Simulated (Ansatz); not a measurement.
Consider BeS in the zinc blende structure (space group F-43m, No. 216; a = 4.8381 Å).

All numbers come from PBEsol (Ansatz, a quantum-chemistry and plane-wave program; PAW; 420 eV plane waves; no spin-orbit coupling).

One change was made to it. Results:

The electron mass changes from 0.80 mₑ along k, 0.28 mₑ across (at X) to 0.79 mₑ along k, 0.28 mₑ across (at X); the volume per atom drops by 0.293 Å³ (14.16 Å³ → 13.86 Å³).

Question: What was done to the base?
A. pressure 9 GPa
B. pressure 30 GPa
C. pressure 22.5 GPa
D. pressure 2.1 GPa
E. pressure −2 GPa

Answer: D, pressure 2.1 GPa. For comparison, the electron mass in the other runs: pressure −2 GPa gives 0.81 mₑ along k, 0.28 mₑ across (at X); pressure 22.5 GPa gives 0.76 mₑ along k, 0.25 mₑ across (at X); pressure 9 GPa gives 0.82 mₑ along k, 0.27 mₑ across (at X); pressure 30 GPa gives 0.75 mₑ along k, 0.25 mₑ across (at X).

The levels and masses belong to the bands next to the band gap. Load acts through the strain it causes; cell and atoms are relaxed under it. Effective masses come from finite differences of ±0.01 Å⁻¹. Along k means along the line from Γ to the band edge. No phonon test of stability was made. No other phases were tried under pressure.
